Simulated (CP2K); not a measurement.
# CP2K run on TlCl (Pm-3m, 2 atoms in the cell): self-consistent single point

Method of the run: PBE, GPW, DZVP-MOLOPT-SR-GTH basis, GTH-PBE potentials (GTH_POTENTIALS) run with CP2K.

Input as run:

```
&GLOBAL
  PROJECT bulk
  RUN_TYPE ENERGY_FORCE
  PRINT_LEVEL MEDIUM
&END GLOBAL
&FORCE_EVAL
  METHOD Quickstep
  STRESS_TENSOR ANALYTICAL
  &DFT
    BASIS_SET_FILE_NAME BASIS_MOLOPT
    POTENTIAL_FILE_NAME GTH_POTENTIALS
    &QS
      METHOD GPW
      EPS_DEFAULT 1E-10
    &END QS
    &MGRID
      CUTOFF 500
      REL_CUTOFF 40
      NGRIDS 5
    &END MGRID
    &SCF
      SCF_GUESS ATOMIC
      EPS_SCF 1E-7
      MAX_SCF 100
      ADDED_MOS 5
      &DIAGONALIZATION
        ALGORITHM STANDARD
      &END DIAGONALIZATION
      &MIXING
        METHOD BROYDEN_MIXING
        ALPHA 0.3
        NBUFFER 8
        BETA 1
      &END MIXING
      &SMEAR ON
        METHOD FERMI_DIRAC
        ELECTRONIC_TEMPERATURE [K] 232.09
      &END SMEAR
    &END SCF
    &KPOINTS
      SCHEME MONKHORST-PACK 7 7 7
    &END KPOINTS
    &XC
      &XC_FUNCTIONAL PBE
      &END XC_FUNCTIONAL
    &END XC
    &PRINT
      &MO
        EIGENVALUES T
        OCCUPATION_NUMBERS T
        NDIGITS 8
        FILENAME mo
        &EACH
          QS_SCF 0
        &END EACH
        ADD_LAST NUMERIC
      &END MO
      &MULLIKEN ON
      &END MULLIKEN
    &END PRINT
  &END DFT
  &SUBSYS
    &CELL
      A 3.84000000 0.00000000 0.00000000
      B 0.00000000 3.84000000 0.00000000
      C 0.00000000 0.00000000 3.84000000
      PERIODIC XYZ
    &END CELL
    &COORD
      SCALED
      Tl       0.00000000     0.00000000     0.00000000
      Cl       0.50000000     0.50000000     0.50000000
    &END COORD
    &KIND Tl
      BASIS_SET DZVP-MOLOPT-SR-GTH-q13
      POTENTIAL GTH-PBE-q13
    &END KIND
    &KIND Cl
      BASIS_SET DZVP-MOLOPT-SR-GTH-q7
      POTENTIAL GTH-PBE-q7
    &END KIND
  &END SUBSYS
  &PRINT
    &FORCES ON
    &END FORCES
    &STRESS_TENSOR ON
    &END STRESS_TENSOR
  &END PRINT
&END FORCE_EVAL
```

Log, with long lists cut:

```
 GLOBAL| Method name                                                        CP2K
 GLOBAL| Project name                                                       bulk
 GLOBAL| Run type                                                   ENERGY_FORCE

 CELL| Volume [angstrom^3]:                                            56.623104
 CELL| Vector a [angstrom]:       3.840     0.000     0.000   |a| =     3.840000
 CELL| Vector b [angstrom]:       0.000     3.840     0.000   |b| =     3.840000
 CELL| Vector c [angstrom]:       0.000     0.000     3.840   |c| =     3.840000
 CELL| Angle (b,c), alpha [degree]:                                    90.000000
 CELL| Angle (a,c), beta  [degree]:                                    90.000000
 CELL| Angle (a,b), gamma [degree]:                                    90.000000
 CELL| Numerically orthorhombic:                                             YES
 CELL| Periodicity                                                           XYZ

 DFT| Spin restricted Kohn-Sham (RKS) calculation                            RKS
 DFT| Multiplicity                                                             1
 DFT| Number of spin states                                                    1
 DFT| Charge                                                                   0
 DFT| XC density smoothing                                                  NONE
 DFT| XC derivatives                                                          PW

 QS| Method:                                                                 GPW
 QS| Density plane wave grid type                        NON-SPHERICAL FULLSPACE
 QS| Number of grid levels:                                                    5
 QS| Density cutoff [a.u.]:                                                250.0
 QS| Multi grid cutoff [a.u.]: 1) grid level                               250.0
   [... lines left out ...]
 BRILLOUIN| Wavefunction type                                            COMPLEX
 BRILLOUIN| List of Kpoints [2 Pi/Bohr]                                      172
 BRILLOUIN| Number           Weight            X              Y              Z
 BRILLOUIN|     1           0.00583       -0.42857       -0.42857       -0.42857
 BRILLOUIN|     2           0.00583       -0.42857       -0.42857       -0.28571
 BRILLOUIN|     3           0.00583       -0.42857       -0.42857       -0.14286
   [... 169 lines left out ...]
 *******************************************************************************

 Extrapolation method: initial_guess

 Re-scaling the density matrix to get the right number of electrons
                  # Electrons              Trace(P)               Scaling factor
                           20                20.000                        1.000

 Number of electrons:                                                         20
 Number of occupied orbitals:                                                 10
 Number of molecular orbitals:                                                15

 Number of orbital functions:                                                 38
 Number of independent orbital functions:                                     38
 SCF WAVEFUNCTION OPTIMIZATION

  Step     Update method      Time    Convergence         Total energy    Change
     1 NoMix/Diag. 0.30E+00      -     0.30026552       -64.8932314744 -6.49E+01
     2 Broy./Diag. 0.30E+00      -     0.04737774       -64.4964054605  3.97E-01
     3 Broy./Diag. 0.30E+00      -     0.10210272       -64.8251026482 -3.29E-01
     4 Broy./Diag. 0.30E+00      -     0.01927018       -64.9874572422 -1.62E-01
     5 Broy./Diag. 0.30E+00      -     0.02618759       -64.9181334413  6.93E-02
     6 Broy./Diag. 0.30E+00      -     0.00379973       -64.9542075232 -3.61E-02
     7 Broy./Diag. 0.30E+00      -     0.00298339       -64.9455555922  8.65E-03
   [... 2 lines left out ...]
    10 Broy./Diag. 0.30E+00      -     0.00002812       -64.9498650243 -9.16E-05
    11 Broy./Diag. 0.30E+00      -     0.00000903       -64.9498794579 -1.44E-05
    12 Broy./Diag. 0.30E+00      -     0.00000114       -64.9499015463 -2.21E-05
    13 Broy./Diag. 0.30E+00      -     0.00000104       -64.9498886431  1.29E-05
    14 Broy./Diag. 0.30E+00      -     0.00000007       -64.9498849625  3.68E-06
  *** SCF run converged in    14 steps ***

  Electronic density on regular grids:        -20.0000000001       -0.0000000001
  Core density on regular grids:               19.9999999980       -0.0000000020
  Total charge density on r-space grids:       -0.0000000021
  Total charge density g-space grids:          -0.0000000021

  Overlap energy of the core charge distribution:               0.00000000000000
  Self energy of the core charge distribution:               -120.39380381515757
  Core Hamiltonian energy:                                     33.30107603596265
  Hartree energy:                                              31.69764520881393
  Exchange-correlation energy:                                 -9.55480239208785
  Electronic entropic energy:                                  -0.00000000000000
  Fermi energy:                                                 0.17317527153846

  Total energy:                                               -64.94988496246884
  Total energy (extrapolated to T->0):                        -64.94988496246884

                     Mulliken Population Analysis

 #  Atom  Element  Kind  Atomic population                           Net charge
       1     Tl       1         12.699128                              0.300872
       2     Cl       2          7.300872                             -0.300872
 # Total charge                             20.000000                 -0.000000

 ENERGY| Total FORCE_EVAL ( QS ) energy [hartree]            -64.949885092244031

 FORCES| Atomic forces [hartree/bohr]
 FORCES|   Atom     x               y               z               |f|
 FORCES|      1 -2.32992286E-10 -2.33005961E-10 -2.32995482E-10   4.03564218E-10
 FORCES|      2 -5.92642044E-12 -5.91330731E-12 -5.92238986E-12   1.02549678E-11
 FORCES| Sum    -2.38918706E-10 -2.38919269E-10 -2.38917872E-10
 FORCES| Total atomic force                                       4.13819181E-10

 STRESS| Analytical stress tensor [bar]
 STRESS|                        x                   y                   z
 STRESS|      x        1.37187388560E+04  -1.99315751837E-04  -1.99313905962E-04
 STRESS|      y       -1.99315751837E-04   1.37187726270E+04  -1.99315819250E-04
 STRESS|      z       -1.99313905962E-04  -1.99315819250E-04   1.37187533954E+04
 STRESS| 1/3 Trace                                             1.37187549595E+04
```

The run converged in 14 iterations.

The starting cell has typed, rounded lattice constants, without a prior relaxation at this level. Values carry the incompleteness of an atom-centred basis.
